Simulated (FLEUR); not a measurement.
Worked example: self-consistent single point of LaSi₂Ir₂ (I4/mmm, 5 atoms in the cell) in FLEUR.

Method of the run: LDA (Perdew-Zunger), all-electron FLAPW (FLEUR), scalar-relativistic valence.

```
CELL_PARAMETERS angstrom
     -2.06493     2.06493     5.17361
      2.06493    -2.06493     5.17361
      2.06493     2.06493    -5.17361
ATOMIC_POSITIONS crystal
  La 0.00000 0.00000 0.00000
  Si 0.62904 0.62904 0.00000
  Si 0.37096 0.37096 0.00000
  Ir 0.25000 0.75000 0.50000
  Ir 0.75000 0.25000 0.50000
```

Reference input (self-consistent single point, DFT, PBEsol, all-electron FLAPW (FLEUR), scalar-relativistic valence): Kmax = 3.9 1/bohr; GmaxXC = 15.6 1/bohr; xcFunctional = PBEs; jspins = 1; l_soc = F; mode = gauss; fermiSmearingEnergy = 0.00999582 Htr; mesh (inpgen div1-3) = 9 9 9; inpgen gamma flag = false; Gmax = 15.6 1/bohr; numbands = 0; maxIterBroyd = 15. This run's input differs from it in these lines:

```diff
@@ -17,3 +17,3 @@
 &comp jspins=1 /
-&exco xctyp='PBEs' /
+&exco xctyp='pz' /
 &kpt div1=9 div2=9 div3=9 /
@@ -30,3 +30,3 @@
       <coreElectrons ctail="T" frcor="F" kcrel="0" coretail_lmax="0"/>
-      <xcFunctional name="PBEs" relativisticCorrections="F"/>
+      <xcFunctional name="pz" relativisticCorrections="F"/>
       <magnetism jspins="1"/>
```

The program printed (abridged):

```
 Iteration:     1   Distance:      10.77800312 me/bohr^3
 Iteration:     2   Distance:      10.14138611 me/bohr^3
 Iteration:     3   Distance:       5.02514131 me/bohr^3
 Iteration:     4   Distance:       3.13159490 me/bohr^3
 Iteration:     5   Distance:       2.69052477 me/bohr^3
   [... 11 lines left out ...]
 Iteration:    17   Distance:       0.00011021 me/bohr^3
 Iteration:    18   Distance:       0.00006005 me/bohr^3
 Iteration:    19   Distance:       0.00001277 me/bohr^3
 Iteration:    20   Distance:       0.00000374 me/bohr^3
 Reset of history
 Run finished successfully
 Stop message:
   Structural relaxation: new displacements generated

[file out, last iteration]
             iter=     21
[...]
          total density-effective poten   -7.7773758097E+04
          total charge density-energy d   -9.1571904680E+02
 Updated energy parameters for spin:           1
[...]
 fermi energy and band-weighting factors:

[...]
FERMIE:
          first approx. to ef    (T=0)  :   0.468832 htr   (energy of the highest occ. eigenvalue)
          number of occ. states  (T=0)  :       1836
          first approx. to seigv (T=0)  :  -9.289378 htr
          sum of weights of occ. states :  24.508916
          sum of semicore charge        :   0.000000 e
          fermi energy=   0.46751 har   work function= -12.72173 ev
          number of valence electrons=  49.00000
   [... lines left out ...]
          total moment                 =     0.00000
 Direct bandgap for spin            1 :    2.3246947250314398E-002  Htr
   [... lines left out ...]
   [... 11 lines left out ...]
          atom type    1  (spin 1)
          0.00043349  electrons lost from core.

          total charge for spin  1=  239.000000
          interst. charge =      10.648432
          mt charge=             54.377295   11.021358   75.965778
          total charge  =  239.000000
          zc=   239.000000     qfix=    1.000000
     t o t a l  e n e r g y
          sum of eigenvalues =            -27433.845370840
```

The run converged in 20 iterations. FLEUR gives forces in its relaxation mode, with a further iteration, so its stop message speaks of a relaxation. Against the reference run the largest force goes from 0.201 to 0.013 eV/Å.

The starting cell comes from a database of computed structures (which also holds hypothetical and non-ambient phases and stackings), without a prior relaxation at this level. Spin-orbit coupling is off. Spin polarisation is off. Values depend on the basis (sphere radii, cutoffs, local orbitals), which need not be converged. The log's line on a gap gives a spacing of levels on this mesh, which the program prints for metals too.

Cost on one core of a shared machine: roughly 5 min.
